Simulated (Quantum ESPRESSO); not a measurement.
A self-consistent single point of Mg15W (P-6m2, 16 atoms in the cell) with Quantum ESPRESSO.

Method: revPBE, SSSP 1.1.2 efficiency (PBE) pseudopotentials (plane waves; Quantum ESPRESSO 7.5).

```xyz
16
Lattice="6.2965 0.0000 0.0000 -3.1482 5.4529 0.0000 0.0000 0.0000 10.0629" Properties=species:S:1:pos:R:3 pbc="T T T"
Mg     0.0000     0.0000     5.0314
Mg    -1.5737     2.7267     0.0000
Mg     0.0000     5.4525     0.0000
Mg     1.5737     2.7267     0.0000
Mg    -1.5649     2.7318     5.0314
Mg     0.0000     5.4423     5.0314
Mg     1.5649     2.7318     5.0314
Mg     0.0000     1.7519     7.6387
Mg    -1.6311     4.5770     2.4241
Mg     1.6311     4.5770     7.6387
Mg     0.0000     1.7519     2.4241
Mg    -1.6311     4.5770     7.6387
Mg     1.6311     4.5770     2.4241
Mg     3.1482     1.8176     7.5239
Mg     3.1482     1.8176     2.5390
W      0.0000     0.0000     0.0000
```

Reference input (self-consistent single point, DFT, PBEsol, plane waves, SSSP 1.1.2 efficiency (PBE) pseudopotentials): ecutwfc = 40 Ry; ecutrho = 320 Ry; occupations = smearing; smearing = fd; degauss = 0.0073499 Ry; input_dft = pbesol; potentials = {Mg: Mg.pbe-n-kjpaw_psl.0.3.0.UPF, W: W_pbe_v1.2.uspp.F.UPF}; K_POINTS = automatic 4 4 3 0 0 0; conv_thr = 1e-10 Ry. This run's input differs from it in these lines:

```diff
@@ -18,3 +18,3 @@
    degauss = 0.0073499
-   input_dft = 'pbesol'
+   input_dft = 'revpbe'
 /
```

Log, with long lists cut:

```
     Self-consistent Calculation

     iteration #  1     ecut=    40.00 Ry     beta= 0.70

     negative rho (up, down):  6.968E-02 0.000E+00

     total energy              =    -663.63344759 Ry
     estimated scf accuracy    <       2.40548768 Ry

     iteration #  2     ecut=    40.00 Ry     beta= 0.70

     negative rho (up, down):  6.848E-02 0.000E+00

     total energy              =    -662.36882962 Ry
     estimated scf accuracy    <      54.88310930 Ry

     iteration #  3     ecut=    40.00 Ry     beta= 0.70

     negative rho (up, down):  6.769E-02 0.000E+00

     total energy              =    -665.17470859 Ry
     estimated scf accuracy    <       6.49046788 Ry

   [... 29 blocks of this kind left out ...]

     iteration # 33     ecut=    40.00 Ry     beta= 0.70

     negative rho (up, down):  6.784E-02 0.000E+00

     total energy              =    -665.51864552 Ry
     estimated scf accuracy    <          1.7E-10 Ry

     iteration # 34     ecut=    40.00 Ry     beta= 0.70

     negative rho (up, down):  6.784E-02 0.000E+00
     End of self-consistent calculation

     the Fermi energy is     4.6345 ev

!    total energy              =    -665.51864552 Ry
     estimated scf accuracy    <          2.2E-13 Ry
     smearing contrib. (-TS)   =      -0.02072745 Ry
     internal energy E=F+TS    =    -665.49791807 Ry

     convergence has been achieved in  34 iterations

     negative rho (up, down):  6.784E-02 0.000E+00

     Forces acting on atoms (cartesian axes, Ry/au):

     atom    1 type  1   force =     0.00000000   -0.00000000    0.00000000
     atom    2 type  1   force =    -0.00130288   -0.00075222    0.00000000
     atom    3 type  1   force =     0.00000000    0.00150444    0.00000000
     atom    4 type  1   force =     0.00130288   -0.00075222    0.00000000
     atom    5 type  1   force =     0.00167522    0.00096719    0.00000000
   [... lines left out ...]
     Total force =     0.006558     Total SCF correction =     0.000000
   [... lines left out ...]

     negative rho (up, down):  6.784E-02 0.000E+00
          total   stress  (Ry/bohr**3)                   (kbar)     P=        8.10
   0.00006631  -0.00000000   0.00000000            9.75       -0.00        0.00
  -0.00000000   0.00006631   0.00000000           -0.00        9.75        0.00
   0.00000000   0.00000000   0.00003261            0.00        0.00        4.80

   JOB DONE.
```

The run converged in 34 iterations. Against the reference run the pressure goes from -1.07 to 0.81 GPa and the largest force goes from 0.101 to 0.050 eV/Å.

The starting cell comes from a database of computed structures (which also holds hypothetical and non-ambient phases and stackings), without a prior relaxation at this level. Spin polarisation is off.

Cost on one core of a shared machine: roughly 8 min.
